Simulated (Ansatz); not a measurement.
**Ansatz (a quantum-chemistry and plane-wave program) run on TaNi3 (Fmm2, 4 atoms in the cell): self-consistent single point**

Method of the run: PBEsol, default PAW files made with PBE (plane waves; Ansatz).

Input as run:

Ansatz 0.2 input:
```yaml
# TaNi3
crystal:
  lattice:
    - [0.00000000, 2.55880300, 3.71565900]
    - [2.55402900, 0.00000000, 3.71565900]
    - [2.55402900, 2.55880300, 0.00000000]
  atoms:
    - { symbol: Ta, position: [0.00672800, 0.00672800, -0.00672800] }
    - { symbol: Ni, position: [0.50000000, 0.50000000, 0.50000000] }
    - { symbol: Ni, position: [0.25000000, 0.25000000, 0.25000000] }
    - { symbol: Ni, position: [0.75000000, 0.75000000, 0.75000000] }
basis:
  ecutwfc: 420.0
kpoints:
  mp_grid: { grid: [10, 10, 10] }
hamiltonian:
  xc: pbesol
  pseudopotentials: { kind: paw }
scf:
  occupations: { method: fermi_dirac, width: 0.1 }
output:
  forces: true
  eigenvalues: true
  stress: true
```

Output (repeated stretches shortened):

```
WARN ansatz: RAYON_NUM_THREADS=1 ignored (pool sized by the plan → 1); use --threads N
Pseudopotentials: kind: paw
Pseudopotential: Ta, paw, valence charge 13
Pseudopotential: Ni, paw, valence charge 18
Crystal: 4 atoms, lattice volume = 48.566 Å³
Basis set: ecut = 420 eV, 953 PW (Γ), exchange–correlation on 64×64×50 points (8 copies of the dense FFT grid, shifted against one another)
Bands: 41, of which v1, the nominal top of the filled ones, is band 34 counted from 1 (33 counted from 0)
Symmetry: 4 space group operations
Space group: Fmm2 (ITA 42), of the structure as read, at distance tolerance 3.6e-5 Å
k-points: 171 of 1000 (time reversal used)
PAW frozen core: Ta, regenerated for the run's functional, and the local potential with it
PAW frozen core: Ni, regenerated for the run's functional, and the local potential with it
Initial density: superposition of atomic densities (neutral atoms: chi_scale 0, normalization atom), corrected by the library's trained network
Initial wavefunctions: pseudopotential atomic-orbital guess
Eigensolver: davidson
Functional: x = pbesol(κ = 0.804, μ = 0.12345679012345678), c = pbesol(β = 0.046)
SCF iter   1: F=—  HF=-27222.988990 eV  |F-HF|=—  |Δ(HF+E_count)|=         —  Δρ=2.25e-2  dr2=1.49e-1  ethr=1.77e-3  ⟨swp⟩=5.5  Hψ=22182  notcnv=0
all-band conjugate gradients solve this SCF's bands
preconditioner: auto → Kerker (q_TF=auto, 2.879 Å⁻¹)
SCF iter   2: F=—  HF=-27222.973167 eV  |F-HF|=—  |Δ(HF+E_count)|=   1.58e-2  Δρ=6.08e-3  dr2=1.26e-2  ethr=2.23e-4  ⟨swp⟩=2.2  Hψ=10543  notcnv=0  defer=2
SCF iter   3: F=—  HF=-27222.972096 eV  |F-HF|=—  |Δ(HF+E_count)|=   1.07e-3  Δρ=1.47e-3  dr2=9.71e-4  ethr=1.87e-5  ⟨swp⟩=1.1  Hψ=7042  notcnv=0  defer=2
SCF iter   4: F=—  HF=-27222.971992 eV  |F-HF|=—  |Δ(HF+E_count)|=   1.04e-4  Δρ=2.12e-4  dr2=2.00e-5  ethr=1.45e-6  ⟨swp⟩=2.4  Hψ=10693  notcnv=0  defer=2
SCF iter   5: F=—  HF=-27222.971999 eV  |F-HF|=—  |Δ(HF+E_count)|=   6.97e-6  Δρ=8.21e-5  dr2=2.67e-6  ethr=2.99e-8  ⟨swp⟩=2.4  Hψ=10935  notcnv=0  defer=2
SCF iter   6: F=—  HF=-27222.971999 eV  |F-HF|=—  |Δ(HF+E_count)|=   1.54e-7  Δρ=3.29e-5  dr2=4.23e-7  ethr=3.99e-9  ⟨swp⟩=2.3  Hψ=9741  notcnv=0  defer=2
SCF iter   7: F=-27222.971998 eV  HF=-27222.971999 eV  |F-HF|=4.17e-8  |Δ(HF+E_count)|=   3.87e-8  Δρ=1.05e-5  dr2=4.22e-8  ethr=1.49e-10  ⟨swp⟩=5.0  Hψ=27709  notcnv=0
SCF 1 converged in 7 iterations: F = -27222.971998 eV  dr2 = 4.22e-8
SCF converged after 7 iterations
Free energy (F): -27222.971998 eV
Harris-Foulkes:  -27222.971999 eV  (|F-HF|=4.17e-8)
Internal energy: -27222.917845 eV  (E = F + TS)
E sigma→0 (E₀):  -27222.944922 eV
Entropy (-TS):   -0.054154 eV (-13.538 meV/atom)
Fermi energy:    19.413575 eV
--- Per-component energies (eV) ---
  E_band       = -898.268009
  E_kinetic    = 1218.233489
  E_local      = -11377.165962  (includes V_loc(G=0)·N_el)
  E_nonlocal   = 1922.691199
  E_hartree    = 4777.731245
  E_xc         = -472.588148
  E_vxc        = -534.666774  (∫ρ·V_xc dr)
  E_paw        = -13055.532428  (= ΣΔE_a)
  E_vpaw       = -1682.831432  (= ΣTr[D̂ρ^β])
  E_aug_tail   = 0.001632  (compensation charges beyond the density's cutoff)
  E_ewald      = -10237.094385
  E_core_change = 0.805513  (= ΣΔE_core)
  E_smearing   = -0.054154  (= −TS)
  E_closure    = 0.000000  (closes the sum)
  Σ components = -27222.971998   (vs F -27222.971998, Δ=0.00e0)
--- Forces (eV/Å), atoms counted from 1 ---
  atom   1  Ta     0.00000000     0.00000000    -0.50367430
  atom   2  Ni     0.00000000     0.00000000     0.05506209
  atom   3  Ni     0.00000000     0.00000000     0.22431003
  atom   4  Ni     0.00000000     0.00000000     0.22431003
  max |Σ_I F_I| component: 7.85e-6 eV/Å
--- Stress (GPa, compression-positive) ---
       -4.319824       0.000000       0.000000
        0.000000      -4.804665       0.000000
        0.000000       0.000000      -4.147115
  P = ⅓ Tr σ = -4.4239 GPa (-44.239 kbar)
  The stress holds the Pulay correction. Without it, at fixed plane waves, as pw.x and ABINIT print it: P = -4.4844 GPa
--- Band table (eV; the first three rows and the last of 171) ---
  k-point 0: bands = ["-83.6372", "-83.6169", "-83.6152", "-48.6286", "-44.2692", "-44.2644", "-44.2298", "-44.2034", "-44.1830", "-44.1826", "-44.0969", "-44.0954", "-43.9674", "-15.1430", "-15.1419", "-15.1406", "10.1455", "14.4249", "15.0047", [...]
  k-point 1: bands = ["-83.6366", "-83.6171", "-83.6156", "-48.6287", "-44.2699", "-44.2651", "-44.2286", "-44.2026", "-44.1813", "-44.1807", "-44.0989", "-44.0974", "-43.9677", "-15.1502", "-15.1433", "-15.1414", "10.3253", "14.5161", "15.0687", [...]
  k-point 2: bands = ["-83.6350", "-83.6177", "-83.6167", "-48.6289", "-44.2719", "-44.2665", "-44.2252", "-44.2009", "-44.1765", "-44.1750", "-44.1047", "-44.1029", "-43.9684", "-15.1731", "-15.1439", "-15.1418", "10.8473", "14.7676", "15.2171", [...]
  k-point 170: bands = ["-83.6311", "-83.6230", "-83.6153", "-48.6309", "-44.2760", "-44.2716", "-44.2168", "-44.2023", "-44.1742", "-44.1741", "-44.0987", "-44.0971", "-43.9775", "-15.1635", "-15.1407", "-15.1394", "12.6078", "13.4744", "13.9952", [...]
```

The run converged in 7 iterations.

The starting cell comes from a database of computed structures (which also holds hypothetical and non-ambient phases and stackings), without a prior relaxation at this level. Its lattice was rescaled by up to half a per cent. One atom was moved a little off its site on purpose. Spin-orbit coupling is off. Spin polarisation is off. With a pressure of about -4 GPa the cell is away from its equilibrium volume at this level. Ansatz's pressure includes its estimate of the finite-basis (Pulay) stress.
